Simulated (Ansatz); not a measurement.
Take VN in the rock salt structure (space group Fm-3m, No. 225; a = 4.1168 Å) as the base.

Level of theory: PBE in Ansatz (plane waves to 420 eV, PAW, without spin-orbit coupling).

One change was made to it. Results:

| quantity | base | after |
|---|---|---|
| density | 6.18 g/cm³ | 7.12 g/cm³ |
| shortest interatomic distance | 2.058 Å | 1.964 Å |

Which change produced these results?
(A) pressure 30 GPa
(B) pressure 1.8 GPa
(C) pressure 60 GPa

C, pressure 60 GPa. For comparison, the density in the other runs: pressure 1.8 GPa gives 6.22 g/cm³; pressure 30 GPa gives 6.70 g/cm³.

Load acts through the strain it causes; cell and atoms are relaxed under it. Whether these cells are dynamically stable was not tested. Competing high-pressure phases were not computed. Starting moments died away, wholly or in part, for the base; another magnetic solution may exist. All final runs are without spin polarisation.

Ansatz is a first-principles code.
